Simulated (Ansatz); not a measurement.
Seebeck coefficient (μV/K, mean over directions) of p-type BN (P4_2/mnm) against carrier density, PBEsol, rigid bands run with Ansatz (a quantum-chemistry and plane-wave program). Computed gap 4.57 eV; densities at which minority carriers matter at this gap, or further valleys turn the trend, are left out. Conductivity mass 0.78 mₑ (harmonic mean over directions), N_v = 7.6e19 cm⁻³ at 300 K.

| hole density | 300 K | 500 K |
|---|---|---|
| 1e16 cm⁻³ | (withheld) | 1035 |
| 1e17 cm⁻³ | 777 | 837 |
| 1e18 cm⁻³ | 579 | (withheld) |
| 3e18 cm⁻³ | 484 | 544 |
| 1e19 cm⁻³ | 381 | 440 |
| 3e19 cm⁻³ | 288 | (withheld) |
| 1e20 cm⁻³ | 190 | 245 |
| 3e20 cm⁻³ | 110 | 159 |
| 1e21 cm⁻³ | 50 | 82 |

Problem. Some entries are withheld; supply them.

Solution. 
- 1e16 cm⁻³, 300 K: 975
- 1e18 cm⁻³, 500 K: 638
- 3e19 cm⁻³, 500 K: 346

Rigid bands with a gap fixed in temperature, one relaxation time for all states, no polarons or phonon drag, and whether or not such doping can be reached. Spin-orbit coupling is left out.

Computed structure with no diffraction record at hand here (it may be known, metastable or hypothetical): BN (P4_2/mnm).
